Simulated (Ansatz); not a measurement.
Consider HfC in the rock salt structure (space group Fm-3m, No. 225; a = 4.607 Å; relaxed with 0.1 eV smearing). Axes: x, y, z lie along the cube axes.

Method: Ansatz (an electronic-structure program), PBEsol, PAW, cutoff 420 eV, no spin-orbit coupling.

Strains are applied to the cell and any free atomic positions relax; under biaxial strain the out-of-plane vector relaxes too.

One change was made to it. Results:

```json
[
 {"quantity": "pressure (mean of the normal stresses, compression positive)", "base": "0.0 GPa", "after": "-5.5 GPa"},
 {"quantity": "volume per atom", "base": "12.22 Å³", "after": "12.52 Å³"}
]
```

Which of these changes matches the shifts?
A) biaxial strain −1.50 %, plane normal [001], relaxed out of plane
B) biaxial strain −1.00 %, plane normal [001], relaxed out of plane
C) biaxial strain +2.00 %, plane normal [001], relaxed out of plane
D) biaxial strain +1.50 %, plane normal [001], relaxed out of plane

D, biaxial strain +1.50 %, plane normal [001], relaxed out of plane. For comparison, the pressure in the other runs: biaxial strain −1.50 %, plane normal [001], relaxed out of plane gives 6.6 GPa; biaxial strain −1.00 %, plane normal [001], relaxed out of plane gives 4.3 GPa; biaxial strain +2.00 %, plane normal [001], relaxed out of plane gives -7.2 GPa.

Stability against distortions was not tested. All final runs are without spin polarisation.
